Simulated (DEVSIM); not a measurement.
Structure: abrupt GaAs n-p junction, at 300 K.

```csv
layer (left to right),material,thickness (μm),Nd (cm⁻³),Na (cm⁻³),τn (s),τp (s)
1,GaAs,25.0,1.4e17,-,6.7e-10,6.7e-10
2,GaAs,2.50,-,1.2e15,6.7e-10,6.7e-10
```

Left contact: ohmic. Right contact: ohmic. Voltage is applied to the left contact. Recombination: SRH at mid-gap, radiative, Auger. Mobility is constant in doping.

The device is made up for the run: typed textbook-type constants, with dimensions and the other settings drawn at random. Values at 300 K.

```
parameter        GaAs
-------------  ------
gap (eV)        1.424
affinity (eV)    4.07
permittivity     12.9
Nc (cm⁻³)      4.7e17
Nv (cm⁻³)        9e18
μn (cm²/Vs)      8500
μp (cm²/Vs)       400
B (cm³/s)       2e-10
Cn (cm⁶/s)      1e-30
Cp (cm⁶/s)      1e-30
```

Model (solved in DEVSIM): 1D drift-diffusion, Boltzmann statistics, complete ionisation; no tunnelling, impact ionisation, image-force lowering or self-heating.

The doping Na of layer 2 was swept, all else fixed.

| doping Na of layer 2 (cm^-3) | dark forward voltage at 1 A/cm² (V) | largest field in the device at zero bias (V/cm) | potential step across the device at zero bias (V) | dark forward voltage at 100 A/cm² (V) |
|---|---|---|---|---|
| 3.6e13 | 0.786 | 20000 | 1.071 | 1.042 |
| 1.2e14 | 0.827 | 20000 | 1.102 | 1.029 |
| 3.6e14 | 0.860 | 21000 | 1.131 | 1.030 |
| 1.2e15 | 0.894 | 25000 | 1.162 | 1.042 |
| 3.6e15 | 0.924 | 35000 | 1.190 | 1.060 |
| 1.2e16 | 0.956 | 60000 | 1.222 | 1.086 |
| 3.6e16 | 0.985 | 98000 | 1.250 | 1.112 |

From the first row to the last the dark forward voltage at 1 A/cm² goes from 0.786 to 0.985. From the first row to the last the largest field in the device at zero bias goes from 20000 to 98000.
